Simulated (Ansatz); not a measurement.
Consider interstitial Na in corundum, charge state +1. Method: PBE, PAW (plane waves to 420 eV; Ansatz, a first-principles code).

Settings: 270 host sites, the relaxed PBE lattice, the Γ point alone, smearing 0.01 eV, spin-restricted, no image-charge correction. No zero-point or tunnelling terms. The charge state is imposed; whether it is stable for some Fermi level was not computed. Sites that were not tried may lie lower.

Barriers: single points on a 2×2×2 k-point mesh shifted by half a step along c at the bands' geometries.

The step: Na moves alone to another site; the atom moves 3.53 Å along (0.67, 0.33, -0.17) of the unit cell; the moving atom starts with neighbours 2 Al at 2.24; 6 O at 2.05 Å and ends with 2 Al at 2.24; 6 O at 2.05 Å.

Question: Predict the migration barrier of this step from PBE, PAW.

Answer: 4.29 eV, the same both ways. At the saddle the moving atom has neighbours Al at 2.14, Al at 2.19; O at 1.83, 2 O at 1.91, O at 2.12, O at 2.26 Å. The saddle point's order was not checked.
